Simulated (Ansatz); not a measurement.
SiNF (model structure, P3m1, No. 156, 3 atoms in the cell), treated with LDA (PAW; Ansatz, a first-principles code).

Run with plane-wave cutoff 520 eV, 12×12×6 k mesh (along the axes of the cell as run), Fermi–Dirac smearing 0.01 eV, scalar-relativistic PAW data made under PBE.

Cell (relaxed at this level):

```cif
data_FNSi
_chemical_formula_sum 'Si1 N1 F1'
_space_group_name_H-M_alt 'P3m1'
_space_group_IT_number 156
_space_group_name_Hall 'P 3 -2"'
_cell_length_a 2.88722
_cell_length_b 2.88722
_cell_length_c 4.57257
_cell_angle_alpha 90.000
_cell_angle_beta 90.000
_cell_angle_gamma 120.000
loop_
_atom_site_label
_atom_site_type_symbol
_atom_site_symmetry_multiplicity
_atom_site_Wyckoff_symbol
_atom_site_fract_x
_atom_site_fract_y
_atom_site_fract_z
_atom_site_occupancy
Si1 Si 1 a 0.00000 0.00000 0.36542 1
N1 N 1 c 0.66667 0.33333 0.27135 1
F1 F 1 a 0.00000 0.00000 0.71489 1
```

Q: Estimate the band gap, smallest direct gap on the k points sampled and Γ–Γ gap that the calculation returns.

A: 
- band gap = 4.78 eV (indirect)
- smallest direct gap on the k points sampled = 5.17 eV
- Γ–Γ gap = 6.70 eV

Note: the relaxation could raise the start's symmetry but not lower it, so the cell can be a saddle point.

The computed numbers hold no vibrational or temperature effects.

The result took very roughly 13 core-seconds.

A model structure was made by putting elements into a prototype or built by hand; it is no filed structure, need not be a known phase, and can be a saddle point held by its symmetry.
